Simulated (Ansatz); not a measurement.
Input and output of a relaxation of the atoms for Zr3Au (Pmm2, 8 atoms in the cell) (Ansatz, a program for electronic structure).

Method: LDA (PW92), default PAW files made with PBE (plane waves; Ansatz).

The change in words: one atom moved by 0.15 angstrom; relax: default → atoms; relax.f_tol: default → 0.05 eV/Å. Reference geometry:
```
Zr3Au
1.0
    5.48050     0.00000     0.00000
    0.00000     5.48050     0.00000
    0.00000     0.00000     5.48050
Zr Au
6 2
Direct
  0.50000   0.25000   0.00000
  0.50000   0.75000   0.00000
  0.25000   0.00000   0.50000
  0.75000   0.00000   0.50000
  0.00000   0.50000   0.25000
  0.00000   0.50000   0.75000
  0.50000   0.50000   0.50000
  0.00000   0.00000   0.00000
```

Reference input (self-consistent single point, DFT, LDA (PW92), plane waves, default PAW files made with PBE): basis.ecutwfc = 420 eV; kpoints.mp_grid.grid = 6 6 6; hamiltonian.xc = lda; hamiltonian.pseudopotentials = {kind: paw} (the program's default PAW files); scf.occupations.method = fermi_dirac; scf.occupations.width = 0.1 eV. This run's input differs from it in these lines:

```diff
@@ -8,3 +8,3 @@
     - { symbol: Zr, position: [0.500000, 0.750000, 0.000000] }
-    - { symbol: Zr, position: [0.250000, 0.000000, 0.500000] }
+    - { symbol: Zr, position: [0.277370, 0.000000, 0.500000] }
     - { symbol: Zr, position: [0.750000, 0.000000, 0.500000] }
@@ -23,2 +23,4 @@
   occupations: { method: fermi_dirac, width: 0.1 }
+relax:
+  f_tol: 0.05
 output:
```

Output (repeated stretches shortened):

```
   [... SCF lines of the steps left out ...]
relax step   1: F+E_penalty+E_count = -50197.97880071 eV  Δ(F+E_penalty+E_count) = +0.000e0 eV  max|allowed force component| = 1.496e0 eV/Å  Δτ_max = 0.0000 Å  (6 SCF iters, dr2 threshold 6.25e-5 eV, accepted)
relax step   2: F+E_penalty+E_count = -50198.06926618 eV  Δ(F+E_penalty+E_count) = -9.047e-2 eV  max|allowed force component| = 6.421e-1 eV/Å  Δτ_max = 0.1976 Å  (5 SCF iters, dr2 threshold 1.00e-4 eV, accepted)
relax step   3: F+E_penalty+E_count = -50198.09102812 eV  Δ(F+E_penalty+E_count) = -2.176e-2 eV  max|allowed force component| = 7.405e-3 eV/Å  Δτ_max = 0.0650 Å  (5 SCF iters, dr2 threshold 2.58e-5 eV, accepted)
relax step   4: F+E_penalty+E_count = -50198.09103178 eV  Δ(F+E_penalty+E_count) = -3.654e-6 eV  max|allowed force component| = 6.765e-3 eV/Å  Δτ_max = 0.0000 Å  (4 SCF iters, accepted)
the relaxation is at rest under the 4 symmetry operations that the run kept from its start: a minimum is not shown …
Stability not checked: this state was not tested for a lower state beside it, because too few of the mixer's solves of this state at the end of the SCF gave a …
Free energy (F): -50198.091032 eV
Internal energy: -50197.823590 eV  (E = F + TS)
E sigma→0 (E₀):  -50197.957311 eV
Entropy (-TS):   -0.267441 eV (-33.430 meV/atom)
Fermi energy:    15.770352 eV
--- Forces (eV/Å), atoms counted from 1 ---
  atom   1  Zr    -0.00115822    -0.00024976     0.00000000
   [... lines left out ...]
    - { symbol: Zr, position: [0.7532332535339642, 1.0981718960332291e-36, 0.5] }
    - { symbol: Zr, position: [0.0035193860422264934, 0.5, 0.2499970923219914] }
    - { symbol: Zr, position: [0.0035193860422264934, 0.5, 0.7500029076780086] }
    - { symbol: Au, position: [0.5034817547346605, 0.5, 0.5] }
    - { symbol: Au, position: [0.0034392829458844095, 1.0981718960332291e-36, 0.0] }
```

The run converged.  The full log also holds: “iter 5 did not close the SCF: its close was put off for the readings that it lacked (scf_convergence_deferred on its scf_iter line)”.

Summary of the result:
| Item | Result |
|---|---|
| Free energy E − TS (on the zero of these files) | -50198.0910 eV |
| Fermi level (on the code's own zero) | 15.77 eV |
| Pressure | -5.46 GPa |
| Largest force (vector length) | 0.007 eV/Å |
| Relaxation steps | 4 |

The starting cell comes from a database of computed structures (which also holds hypothetical and non-ambient phases and stackings), without a prior relaxation at this level. Its lattice was rescaled by up to half a per cent. For this run, on top of that: one atom moved by 0.15 angstrom. The relaxation keeps the symmetry of its start, so its end need not be a minimum. Ansatz's pressure includes its estimate of the finite-basis (Pulay) stress.

Cost on one core of a shared machine: roughly 4 min.

Keys are those of Ansatz 0.2.
